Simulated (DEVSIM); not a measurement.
Device: Ge p-i-n diode, at 300 K.

```
layer (left to right)  material  thickness (μm)  Nd (cm⁻³)  Na (cm⁻³)   τn (s)   τp (s)
---------------------  --------  --------------  ---------  ---------  -------  -------
1                            Ge           0.840          -     3.3e17  0.00019  0.00019
2                            Ge            2.00     1.1e12          -  0.00019  0.00019
3                            Ge           0.720     1.4e18          -  0.00019  0.00019
```

Left contact: ohmic. Right contact: ohmic. Voltage is applied to the left contact. Recombination: SRH at mid-gap. Mobility is μmin + (μ − μmin)/(1 + (N/Nref)^α).

Constants are typed, rounded textbook-type inputs, not results; the design itself was drawn at random and stands for no fabricated device. Values at 300 K.

```tsv
parameter	Ge
gap (eV)	0.664
affinity (eV)	4
permittivity	16
Nc (cm⁻³)	1.04e19
Nv (cm⁻³)	6e18
μn (cm²/Vs)	3900
μp (cm²/Vs)	1900
μn,min	150
μp,min	100
Nref,n	2.6e17
Nref,p	4e17
αn	0.56
αp	0.6
```

Simulated with DEVSIM: 1D drift-diffusion, Boltzmann statistics, complete ionisation; no tunnelling, impact ionisation, image-force lowering or self-heating.

Task: Tabulate band edges, carrier densities and field at zero bias.

Result: Energies count from the Fermi level of the right contact; mesh points crowd at the junctions.

```json
[
 {"x (μm)": "0.000", "Ec (eV)": "0.589", "Ev (eV)": "-0.075", "n (cm⁻³)": "1.3e9", "p (cm⁻³)": "3.3e17", "field (V/cm)": "≈ 0"},
 {"x (μm)": "0.03168", "Ec (eV)": "0.589", "Ev (eV)": "-0.075", "n (cm⁻³)": "1.3e9", "p (cm⁻³)": "3.3e17", "field (V/cm)": "≈ 0"},
 {"x (μm)": "0.1027", "Ec (eV)": "0.589", "Ev (eV)": "-0.075", "n (cm⁻³)": "1.3e9", "p (cm⁻³)": "3.3e17", "field (V/cm)": "≈ 0"},
 {"x (μm)": "0.2619", "Ec (eV)": "0.589", "Ev (eV)": "-0.075", "n (cm⁻³)": "1.3e9", "p (cm⁻³)": "3.3e17", "field (V/cm)": "≈ 0"},
 {"x (μm)": "0.6247", "Ec (eV)": "0.589", "Ev (eV)": "-0.075", "n (cm⁻³)": "1.3e9", "p (cm⁻³)": "3.3e17", "field (V/cm)": "≈ 0"},
 {"x (μm)": "0.7581", "Ec (eV)": "0.589", "Ev (eV)": "-0.075", "n (cm⁻³)": "1.3e9", "p (cm⁻³)": "3.3e17", "field (V/cm)": "≈ 0"},
 {"x (μm)": "0.8176", "Ec (eV)": "0.587", "Ev (eV)": "-0.077", "n (cm⁻³)": "1.4e9", "p (cm⁻³)": "3.0e17", "field (V/cm)": "-2500"},
 {"x (μm)": "0.8535", "Ec (eV)": "0.535", "Ev (eV)": "-0.129", "n (cm⁻³)": "1.1e10", "p (cm⁻³)": "4.2e16", "field (V/cm)": "-16000"},
 {"x (μm)": "0.9034", "Ec (eV)": "0.488", "Ev (eV)": "-0.176", "n (cm⁻³)": "6.6e10", "p (cm⁻³)": "6.6e15", "field (V/cm)": "-6300"},
 {"x (μm)": "1.018", "Ec (eV)": "0.442", "Ev (eV)": "-0.222", "n (cm⁻³)": "3.9e11", "p (cm⁻³)": "1.1e15", "field (V/cm)": "-2700"},
 {"x (μm)": "1.284", "Ec (eV)": "0.395", "Ev (eV)": "-0.269", "n (cm⁻³)": "2.4e12", "p (cm⁻³)": "1.8e14", "field (V/cm)": "-1300"},
 {"x (μm)": "2.089", "Ec (eV)": "0.315", "Ev (eV)": "-0.349", "n (cm⁻³)": "5.3e13", "p (cm⁻³)": "8.3e12", "field (V/cm)": "-970"},
 {"x (μm)": "2.529", "Ec (eV)": "0.262", "Ev (eV)": "-0.402", "n (cm⁻³)": "4.1e14", "p (cm⁻³)": "1.1e12", "field (V/cm)": "-1700"},
 {"x (μm)": "2.719", "Ec (eV)": "0.214", "Ev (eV)": "-0.450", "n (cm⁻³)": "2.7e15", "p (cm⁻³)": "1.6e11", "field (V/cm)": "-4000"},
 {"x (μm)": "2.817", "Ec (eV)": "0.141", "Ev (eV)": "-0.523", "n (cm⁻³)": "4.4e16", "p (cm⁻³)": "9.9e9", "field (V/cm)": "-16000"},
 {"x (μm)": "2.844", "Ec (eV)": "0.061", "Ev (eV)": "-0.603", "n (cm⁻³)": "9.8e17", "p (cm⁻³)": "4.5e8", "field (V/cm)": "-22000"},
 {"x (μm)": "2.881", "Ec (eV)": "0.052", "Ev (eV)": "-0.612", "n (cm⁻³)": "1.4e18", "p (cm⁻³)": "3.1e8", "field (V/cm)": "≈ 0"},
 {"x (μm)": "2.963", "Ec (eV)": "0.052", "Ev (eV)": "-0.612", "n (cm⁻³)": "1.4e18", "p (cm⁻³)": "3.1e8", "field (V/cm)": "≈ 0"},
 {"x (μm)": "3.228", "Ec (eV)": "0.052", "Ev (eV)": "-0.612", "n (cm⁻³)": "1.4e18", "p (cm⁻³)": "3.1e8", "field (V/cm)": "≈ 0"},
 {"x (μm)": "3.425", "Ec (eV)": "0.052", "Ev (eV)": "-0.612", "n (cm⁻³)": "1.4e18", "p (cm⁻³)": "3.1e8", "field (V/cm)": "≈ 0"},
 {"x (μm)": "3.513", "Ec (eV)": "0.052", "Ev (eV)": "-0.612", "n (cm⁻³)": "1.4e18", "p (cm⁻³)": "3.1e8", "field (V/cm)": "≈ 0"},
 {"x (μm)": "3.560", "Ec (eV)": "0.052", "Ev (eV)": "-0.612", "n (cm⁻³)": "1.4e18", "p (cm⁻³)": "3.1e8", "field (V/cm)": "≈ 0"}
]
```
